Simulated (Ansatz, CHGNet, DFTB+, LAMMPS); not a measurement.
**Stishovite (SiO2), elastic constant C11**

Reference value: 462 GPa (measured, temperature not stated, not corrected to a static lattice; as tabulated in Lakshtanov, Sinogeikin, Hellwig, Katsura, Bass et al., AGU Fall Meeting 2007 …).

```tsv
level (code)	value (GPa)	cell (Å³/atom)
ionic model bks1990 (rigid ions, LAMMPS)	653	7.61
ionic model matsui1994 (rigid ions, LAMMPS)	543	8.07
ionic model pedone2006 (rigid ions, LAMMPS)	458	8.35
DFTB cp2k-nonscc-sid (DFTB+)	[?]	7.48
CHGNet 0.3.0 (CHGNet)	[?]	8.04
LDA (Ansatz)	451	7.66
PBE (Ansatz)	387	8.05
PBEsol (Ansatz)	[?]	7.86
r²SCAN (Ansatz)	452	7.79
HSE06 (Ansatz)	455	7.75
PBE0 (Ansatz)	455	7.75
```

**Question.** Fill in the missing entries.

**Answer.** 
- DFTB cp2k-nonscc-sid (DFTB+), value (GPa): 556
- CHGNet 0.3.0 (CHGNet), value (GPa): 289
- PBEsol (Ansatz, a program for electronic structure), value (GPa): 420

Differences against the reference: ionic model bks1990 +41 %, ionic model matsui1994 +17.5 %, ionic model pedone2006 -0.9 %, DFTB cp2k-nonscc-sid +20 %, CHGNet 0.3.0 -37 %, LDA -2.4 %, PBE -16.2 %, PBEsol -9.1 %, r²SCAN -2.2 %, HSE06 -1.5 %, PBE0 -1.5 %.

Leaving aside ionic model bks1990, ionic model matsui1994, ionic model pedone2006, which can be fitted to such values or carry a doubt: The reference's temperature isn't stated, so close values are not ranked against it. Off by more than 25 % (a bound picked here): CHGNet 0.3.0 (-37 %).

The reference has no zero-point or thermal correction, while the calculations are for a static lattice, so the differences are not the levels' errors alone. A static lattice is as a rule stiffer than a warm one, by over a tenth in soft solids.  DFTB cp2k-nonscc-sid: this tight-binding set is not self-consistent in the charges. Each level is taken at its own relaxed cell. Cutoffs and k meshes differ between the levels. Ansatz's density-functional and Hartree–Fock values are scalar-relativistic unless marked +SOC, with PAW data made under PBE.

Empirical potentials (ionic model bks1990, ionic model matsui1994, ionic model pedone2006) are fitted to chosen data, which need not cover the solid at hand: agreement can be built in, and what lay outside the fit can be far off. Machine-learned potentials (CHGNet 0.3.0) are trained on DFT data, which may include these solids.

Differences are worked out from the printed values.
